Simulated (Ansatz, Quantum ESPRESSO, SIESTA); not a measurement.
# One structure in several programs: Nb2AsC (P1, 8 atoms in the cell)

Self-consistent single point, at a second geometry (atoms moved at random). First geometry:

```xyz
8
Lattice="3.3774 0.0000 0.0000 -1.6887 2.9249 0.0000 0.0000 0.0000 12.0036" Properties=species:S:1:pos:R:3 pbc="T T T"
Nb     0.0000     1.9499     4.8654
Nb     1.6887     0.9750     7.1382
Nb     1.6887     0.9750    10.8672
Nb     0.0000     1.9499     1.1364
As     1.6887     0.9750     3.0009
As     0.0000     1.9499     9.0027
C      0.0000     0.0000     6.0018
C      0.0000     0.0000     0.0000
```

Second geometry:
```xyz
8
Lattice="3.3774 0.0000 0.0000 -1.6887 2.9249 0.0000 0.0000 0.0000 12.0036" Properties=species:S:1:pos:R:3 pbc="T T T"
Nb    -0.0078     1.9896     4.8309
Nb     1.6666     1.0386     7.1361
Nb     1.6448     0.9953    10.8538
Nb     0.0273     1.8413     1.1675
As     1.7290     0.9584     2.9888
As    -0.0446     1.9583     9.0081
C     -0.0193    -0.0346     6.0400
C      0.0702     0.0277    -0.0129
```

Shared settings, as Ansatz (a first-principles code) writes them: kpoints.mp_grid.grid = 7 7 2; scf.occupations.method = gaussian; scf.occupations.width = 0.0147 Ry. Potentials and cutoffs stand in the table.

| code | model | ΔF from the first geometry (meV/atom) | pressure (GPa) | largest force (eV/Å) | cutoff |
|---|---|---|---|---|---|
| Quantum ESPRESSO | LDA (PZ), GBRV 1.5 ultrasoft (LDA) pseudopotentials | 34.4 | -14.32 | 1.722 | 40 Ry |
| Ansatz | LDA (PW92), PAW files made with PBE | 34.0 | -14.59 | 1.690 | default |
| SIESTA | LDA PW92, numerical atomic orbitals DZP, PseudoDojo LDA standard norm-conserving potentials (rewritten from UPF to PSML) | 36.5 | -11.96 | 1.838 | grid 300 Ry |

Size of the force on each atom (eV/Å): Sizes of forces hide their directions.

```
code                Nb1    Nb2    Nb3    Nb4    As5    As6     C7     C8
----------------  -----  -----  -----  -----  -----  -----  -----  -----
Quantum ESPRESSO  1.270  1.062  1.064  1.722  0.326  0.267  1.207  1.331
Ansatz            1.230  1.040  1.035  1.690  0.322  0.264  1.204  1.328
SIESTA            1.395  1.152  1.170  1.838  0.341  0.275  1.271  1.404
```

On Ansatz's run: spin polarisation is off.

The spread over the programs that give each value: ΔF from the first geometry within 2.5 meV/atom; pressure within 2.63 GPa; largest force within 0.148 eV/Å.

SIESTA uses small atom-centred bases, whose incompleteness enters pressures, forces and empty levels differently from a plane-wave cutoff. Ansatz's pressure is given at a fixed set of plane waves, as the other plane-wave codes print theirs; with its correction for the finite basis it is -14.51 GPa. The same LDA comes in different parametrisations, which differ slightly. In the pressure, SIESTA (by 2.49) lies more than 1 GPa from the median of the plane-wave programs. In the force vectors, SIESTA (by 0.159) lies more than 0.08 eV/Å from the median of the plane-wave programs.

The starting cell comes from a database of computed structures (which also holds hypothetical and non-ambient phases and stackings), without a prior relaxation at this level. Its lattice was rescaled by a random factor within 2.5 % of one. For this run, on top of that: atoms moved at random.

Keys are those of Ansatz 0.2.
